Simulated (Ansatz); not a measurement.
Consider GaAs in the zinc blende structure (space group F-43m, No. 216; a = 5.667 Å).

Structures relaxed with plane-wave PAW DFT at the r2SCAN level (Ansatz, a program for electronic structure, 500 eV), spin-orbit coupling left out.

Base:

Simulated powder pattern, Cu Kα1, λ = 1.54056 Å (kinematic, ideal powder, no thermal factors, no anomalous dispersion; the 14 strongest lines at most, above 2 %, up to 2θ = 90°):

| 2θ (°) | I/Imax (%) | hkl |
|---|---|---|
| 27.24 | 100 | (111) |
| 45.22 | 75 | (220) |
| 53.59 | 45 | (311) |
| 65.88 | 12 | (400) |
| 72.67 | 18 | (331) |
| 83.51 | 24 | (422) |
| 89.87 | 14 | (333) |

After one change:

Simulated powder pattern, Cu Kα1, λ = 1.54056 Å (kinematic, ideal powder, no thermal factors, no anomalous dispersion; the 14 strongest lines at most, above 2 %, up to 2θ = 90°):

| 2θ (°) | I/Imax (%) |
|---|---|
| 26.69 | 100 |
| 44.29 | 75 |
| 52.46 | 45 |
| 64.43 | 12 |
| 71.03 | 18 |
| 81.52 | 24 |
| 87.65 | 14 |

Which of these changes matches the shifts?
A. isotropic strain +1.50 %
B. isotropic strain +2.00 %
C. isotropic strain +2.50 %
D. isotropic strain +3.00 %

B, isotropic strain +2.00 %. Its volume per atom is 24.14 Å³ against 22.75 Å³, and its space group is F-43m (No. 216).

Whether these cells are dynamically stable was not tested.
